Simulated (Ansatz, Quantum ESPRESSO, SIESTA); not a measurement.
Be3N2 (R3m, 5 atoms in the cell) computed with different codes at matched settings

Relaxation of cell and atoms.

```xyz
5
Lattice="1.4198 0.8197 4.8662 -1.4198 0.8197 4.8662 0.0000 -1.6395 4.8662" Properties=species:S:1:pos:R:3 pbc="T T T"
Be     0.0000     0.0000    12.5402
Be     0.0000     0.0000     4.6378
Be     0.0000     0.0000     1.2965
N      0.0000     0.0000     2.9805
N      0.0000     0.0000    10.3422
```

Shared settings, as Ansatz (a quantum-chemistry and plane-wave program) writes them: kpoints.mp_grid.grid = 9 9 9; scf.occupations.method = fixed. Potentials and cutoffs stand in the table.

```
code                                                                                                                                 model  final volume (Å³/atom)  gap on the mesh (eV)       cutoff
----------------  ------------------------------------------------------------------------------------------------------------------------  ----------------------  --------------------  -----------
Ansatz                                                                                                 LDA (PW92), PAW files made with PBE                    6.56                 2.927      default
Quantum ESPRESSO                                                                       LDA (PZ), GBRV 1.5 ultrasoft (LDA) pseudopotentials                    6.57                 2.919        40 Ry
SIESTA            LDA PW92, numerical atomic orbitals TZP, PseudoDojo LDA standard norm-conserving potentials (rewritten from UPF to PSML)                    6.57                 2.961  grid 350 Ry
```

Gaps are read on the mesh.

The spread over the programs that give each value: final volume within 0.01 Å³/atom; gap on the mesh within 0.042 eV.

SIESTA uses small atom-centred bases, whose incompleteness enters pressures, forces and empty levels differently from a plane-wave cutoff. The same LDA comes in different parametrisations, which differ slightly. The programs treat the finite-basis stress differently while the cell relaxes: Ansatz adds an estimate of it.

The starting cell comes from a database of computed structures (which also holds hypothetical and non-ambient phases and stackings), without a prior relaxation at this level.

Keys are those of Ansatz 0.2.
